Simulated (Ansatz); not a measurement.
## Worked example: self-consistent single point of MgPt₃ (Pm-3m, 4 atoms in the cell) in Ansatz

Method: LDA (PW92), default PAW files made with PBE (plane waves; Ansatz, a first-principles code).

Input as run:

Ansatz 0.2 input:
```yaml
# MgPt3
crystal:
  lattice:
    - [3.94261200, 0.00000000, 0.00000000]
    - [0.00000000, 3.94261200, 0.00000000]
    - [0.00000000, 0.00000000, 3.94261200]
  atoms:
    - { symbol: Mg, position: [0.00000000, 0.00000000, 0.00000000] }
    - { symbol: Pt, position: [0.00000000, 0.50000000, 0.50000000] }
    - { symbol: Pt, position: [0.50000000, 0.00000000, 0.50000000] }
    - { symbol: Pt, position: [0.50000000, 0.50000000, 0.00000000] }
basis:
  ecutwfc: 420.0
kpoints:
  mp_grid: { grid: [8, 8, 8] }
hamiltonian:
  xc: lda
  pseudopotentials: { kind: paw }
scf:
  occupations: { method: gaussian, width: 0.1 }
output:
  forces: true
  eigenvalues: true
  stress: true
```

Log, with long lists cut:

```
WARN ansatz: RAYON_NUM_THREADS=1 ignored (pool sized by the plan → 1); use --threads N
Pseudopotentials: kind: paw
Pseudopotential: Mg, paw, valence charge 10
Pseudopotential: Pt, paw, valence charge 18
Crystal: 4 atoms, lattice volume = 61.285 Å³
Basis set: ecut = 420 eV, 1213 PW (Γ)
Bands: 39, of which v1, the nominal top of the filled ones, is band 32 counted from 1 (31 counted from 0)
Symmetry: 48 space group operations
Space group: Pm-3m (ITA 221), of the structure as read, at distance tolerance 3.9e-5 Å
k-points: 35 of 512
PAW frozen core: Mg, regenerated for the run's functional, and the local potential with it
PAW frozen core: Pt, regenerated for the run's functional, and the local potential with it
Initial density: superposition of atomic densities (neutral atoms: chi_scale 0, normalization atom), corrected by the library's trained network
Initial wavefunctions: pseudopotential atomic-orbital guess
Eigensolver: davidson
Functional: x = slater, c = lda
SCF iter   1: F=—  HF=-38638.890899 eV  |F-HF|=—  |Δ(HF+E_count)|=         —  Δρ=7.95e-3  dr2=2.44e-2  ethr=1.77e-3  ⟨swp⟩=5.3  Hψ=4698  notcnv=0  defer=17
all-band conjugate gradients solve this SCF's bands
preconditioner: auto → Kerker (q_TF=auto, 2.748 Å⁻¹)
SCF iter   2: F=—  HF=-38638.885319 eV  |F-HF|=—  |Δ(HF+E_count)|=   5.58e-3  Δρ=3.91e-3  dr2=6.50e-3  ethr=3.81e-5  ⟨swp⟩=2.1  Hψ=2500  notcnv=0  defer=22
SCF iter   3: F=—  HF=-38638.883371 eV  |F-HF|=—  |Δ(HF+E_count)|=   1.95e-3  Δρ=7.34e-4  dr2=3.94e-4  ethr=1.02e-5  ⟨swp⟩=2.0  Hψ=2160  notcnv=0  defer=22
SCF iter   4: F=—  HF=-38638.883282 eV  |F-HF|=—  |Δ(HF+E_count)|=   8.97e-5  Δρ=2.03e-4  dr2=5.88e-5  ethr=6.15e-7  ⟨swp⟩=2.1  Hψ=1652  notcnv=0  defer=22
SCF iter   5: F=—  HF=-38638.883258 eV  |F-HF|=—  |Δ(HF+E_count)|=   2.35e-5  Δρ=6.82e-5  dr2=4.18e-6  ethr=9.19e-8  ⟨swp⟩=2.0  Hψ=1734  notcnv=0  defer=22
SCF iter   6: F=—  HF=-38638.883256 eV  |F-HF|=—  |Δ(HF+E_count)|=   1.71e-6  Δρ=1.46e-5  dr2=1.34e-7  ethr=6.52e-9  ⟨swp⟩=2.0  Hψ=2269  notcnv=0  defer=22
SCF iter   7: F=-38638.883256 eV  HF=-38638.883256 eV  |F-HF|=1.30e-9  |Δ(HF+E_count)|=   3.01e-8  Δρ=3.26e-6  dr2=5.45e-9  ethr=1.56e-10  ⟨swp⟩=7.6  Hψ=5177  notcnv=0
SCF 1 converged in 7 iterations: F = -38638.883256 eV  dr2 = 5.45e-9
SCF converged after 7 iterations
Free energy (F): -38638.883256 eV
Harris-Foulkes:  -38638.883256 eV  (|F-HF|=1.30e-9)
Internal energy: -38638.866870 eV  (E = F + TS)
E sigma→0 (E₀):  -38638.875063 eV
Entropy (-TS):   -0.016386 eV (-4.097 meV/atom)
Fermi energy:    18.761882 eV
--- Per-component energies (eV) ---
  E_band       = -835.824833
  E_kinetic    = 1993.028582
  E_local      = -6240.963141  (includes V_loc(G=0)·N_el)
  E_nonlocal   = 715.332070
  E_hartree    = 2278.816638
  E_xc         = -811.654751
  E_vxc        = -947.855523  (∫ρ·V_xc dr)
  E_paw        = -27803.710079  (= ΣΔE_a)
  E_vpaw       = -913.001824  (= ΣTr[D̂ρ^β])
  E_aug_tail   = 0.000538  (compensation charges beyond the density's cutoff)
  E_ewald      = -8771.258816
  E_core_change = 1.542088  (= ΣΔE_core)
  E_smearing   = -0.016386  (= −TS)
  E_closure    = -0.000000  (closes the sum)
  Σ components = -38638.883256   (vs F -38638.883256, Δ=0.00e0)
--- Forces (eV/Å), atoms counted from 1 ---
  atom   1  Mg     0.00000000    -0.00000000    -0.00000000
   [... zero for the other atoms too ...]
  max |Σ_I F_I| component: 1.01e-28 eV/Å
--- Stress (GPa, compression-positive) ---
       -9.675366      -0.000000       0.000000
       -0.000000      -9.675366       0.000000
        0.000000       0.000000      -9.675366
  P = ⅓ Tr σ = -9.6754 GPa (-96.754 kbar)
  The stress holds the Pulay correction. Without it, at fixed plane waves, as pw.x and ABINIT print it: P = -9.7120 GPa
--- Band table (eV; the first three rows and the last of 35) ---
  k-point 0: bands = ["-79.5557", "-79.5251", "-79.5251", "-55.2157", "-33.8242", "-33.8242", "-33.8242", "-33.6028", "-33.6028", "-33.6028", "-33.5194", "-33.5194", "-33.5194", "-22.6494", "-22.6494", "-22.6494", "9.3879", "12.2769", "13.3153", [...]
  k-point 1: bands = ["-79.5547", "-79.5261", "-79.5251", "-55.2157", "-33.8180", "-33.8180", "-33.8135", "-33.6045", "-33.6045", "-33.6032", "-33.5313", "-33.5240", "-33.5240", "-22.6499", "-22.6495", "-22.6495", "9.5812", "12.4005", "13.3657", [...]
  k-point 2: bands = ["-79.5518", "-79.5290", "-79.5251", "-55.2157", "-33.8017", "-33.8017", "-33.7830", "-33.6104", "-33.6104", "-33.6042", "-33.5646", "-33.5347", "-33.5347", "-22.6509", "-22.6498", "-22.6498", "10.1372", "12.7282", "13.3689", [...]
  k-point 34: bands = ["-79.5352", "-79.5352", "-79.5352", "-55.2156", "-33.9533", "-33.7555", "-33.7555", "-33.7555", "-33.5719", "-33.5719", "-33.4988", "-33.4988", "-33.4988", "-22.6503", "-22.6503", "-22.6503", "12.5098", "12.6052", "12.6052", [...]
```

The run converged in 7 iterations.

The starting cell comes from a database of computed structures (which also holds hypothetical and non-ambient phases and stackings), without a prior relaxation at this level. Its lattice was rescaled by up to half a per cent. Spin-orbit coupling is off. Spin polarisation is off. With a pressure of about -10 GPa the cell is away from its equilibrium volume at this level. Ansatz's pressure includes its estimate of the finite-basis (Pulay) stress.
